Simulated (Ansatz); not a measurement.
Base system: Ta in the bcc (W type) structure (space group Im-3m, No. 229; relaxed with 0.1 eV smearing).

```
CELL_PARAMETERS angstrom
     -1.62703     1.62703     1.62703
      1.62703    -1.62703     1.62703
      1.62703     1.62703    -1.62703
ATOMIC_POSITIONS crystal
  Ta 0.00000 0.00000 0.00000
```

Cartesian axes are those of the cell as printed.

Method: LDA (Ansatz, an electronic-structure program; PAW; 420 eV plane waves; without spin-orbit coupling).

For the base:

```
Property                         Value
-----------------------------  -------
Shortest interatomic distance  2.818 Å
```

The change: uniaxial strain ε_zz = −0.50 %, all other strain components held at zero; the atoms relax in the strained cell.

### Question
What does the calculation give for the energy relative to the base after the change?

### Answer
The energy rises by 0.4 meV/atom.

### Question
How does this affect the stress?

### Answer
The stress (xx, yy, zz, yz, xz, xy; compression positive) amounts to (0.9, 0.9, 1.5, 0.0, 0.0, 0.0) GPa.

### Question
How does this affect the shortest interatomic distance?

### Answer
The shortest interatomic distance drops by 0.005 Å to 2.813 Å.

No phonon test of stability was made. All final runs are without spin polarisation.
